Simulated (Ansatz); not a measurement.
The parent structure is SnO2 in the rutile structure (space group P4_2/mnm, No. 136; a = 4.722 Å, c = 3.190 Å). Axes: x, y, z lie along a, b, c of the conventional cell.

Method: LDA (Ansatz, an electronic-structure program, PAW, no spin-orbit coupling).

Strains are applied to the cell and any free atomic positions relax.

One change was made to it. Results:

The energy goes up by 5.4 meV/atom; the electron mass goes from 0.18 mₑ along c, 0.20 mₑ across (at Γ) to 0.19 mₑ along z, 0.22 mₑ across (at Γ); the band gap grows by 0.27 eV to 1.43 eV; the shortest interatomic distance shrinks by 0.0245 Å (2.044 Å → 2.020 Å).

Problem. Which of these changes matches the shifts?
A. uniaxial strain ε_xx = −2.40 %
B. uniaxial strain ε_xx = −0.60 %
C. uniaxial strain ε_xx = −1.20 %

Solution. A, uniaxial strain ε_xx = −2.40 %. For comparison, the band gap in the other runs: uniaxial strain ε_xx = −0.60 % gives 1.22 eV; uniaxial strain ε_xx = −1.20 % gives 1.29 eV.

Masses are band curvatures over ±0.01 Å⁻¹ around the edge. No phonon test of stability was made.
